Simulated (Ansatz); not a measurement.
**GaSe in the beta-GaS type structure (space group P6_3/mmc, No. 194; layered, stacked along the Cartesian z axis)**

```cif
data_Ga4Se4
_chemical_formula_sum 'Ga4 Se4'
_space_group_name_H-M_alt 'P 1'
_space_group_IT_number 1
_cell_length_a 3.70481
_cell_length_b 3.70481
_cell_length_c 15.50834
_cell_angle_alpha 90.000
_cell_angle_beta 90.000
_cell_angle_gamma 120.000
loop_
_space_group_symop_operation_xyz
  'x, y, z'
loop_
_atom_site_label
_atom_site_type_symbol
_atom_site_fract_x
_atom_site_fract_y
_atom_site_fract_z
_atom_site_occupancy
Ga1 Ga 0.33333 0.66667 0.17223 1
Ga2 Ga 0.66667 0.33333 0.67223 1
Ga3 Ga 0.66667 0.33333 0.82777 1
Ga4 Ga 0.33333 0.66667 0.32777 1
Se1 Se 0.33333 0.66667 0.59619 1
Se2 Se 0.66667 0.33333 0.09619 1
Se3 Se 0.66667 0.33333 0.40381 1
Se4 Se 0.33333 0.66667 0.90381 1
```

The values are results of Kohn–Sham DFT with the PBEsol-D3(BJ) functional, run in Ansatz (a program for electronic structure) with PAW and 420 eV plane waves, no spin-orbit coupling, not measurements. k-mesh 10×10×3 (Γ-centred); smearing 0.05 eV (Fermi–Dirac).

| Property | Value |
|---|---|
| Volume per atom | 23.04 Å³ |
| Density | 5.36 g/cm³ |
| Band gap | 0.82 eV, indirect, Γ → M |
| Hole mass | 0.075 mₑ along c, 1.5 mₑ across |
| Lowest conduction-band minima above the VBM | M (1/2, 0, 0) 0.82 eV; Γ 0.93 eV; K (1/3, 1/3, 0) 1.02 eV |
| Total energy | -4584.536 eV/atom (σ→0; compares only within this code and set-up) |

Masses are band curvatures over ±0.01 Å⁻¹ around the edge. Whether these cells are dynamically stable was not tested.
